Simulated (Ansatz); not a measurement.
## Pressure series in YN

The parent structure is YN in the rock salt structure (space group Fm-3m, No. 225; a = 4.906 Å).

Cell and atoms are relaxed at each pressure.

All numbers come from PBE/PAW in Ansatz (an electronic-structure program), scalar-relativistic without spin-orbit coupling.

| change | band gap | smallest direct gap | density | shortest interatomic distance |
|---|---|---|---|---|
| base | 0.21 eV | 0.61 eV | 5.79 g/cm³ | 2.453 Å |
| pressure −2 GPa | 0.23 eV | 0.64 eV | 5.72 g/cm³ | 2.463 Å |
| pressure −1 GPa | 0.22 eV | 0.62 eV | 5.75 g/cm³ | 2.458 Å |
| pressure 0.9 GPa | 0.20 eV | 0.59 eV | 5.82 g/cm³ | 2.448 Å |
| pressure 2.1 GPa | 0.19 eV | 0.58 eV | 5.86 g/cm³ | 2.442 Å |
| pressure 4.5 GPa | 0.17 eV | 0.54 eV | 5.95 g/cm³ | 2.431 Å |
| pressure 9 GPa | 0.12 eV | 0.47 eV | 6.09 g/cm³ | 2.412 Å |
| pressure 15 GPa | 0.06 eV | 0.39 eV | 6.27 g/cm³ | 2.389 Å |
| pressure 22.5 GPa | zero | – | 6.47 g/cm³ | 2.363 Å |
| pressure 30 GPa | zero | – | 6.66 g/cm³ | 2.341 Å |

The mesh was chosen for an insulator and is coarse for the gapless case. Load acts through the strain it causes; cell and atoms are relaxed under it. No phonon test of stability was made. Competing high-pressure phases were not computed. All final runs are without spin polarisation. A zero or small gap of YN can be the functional's error rather than a property of the material.
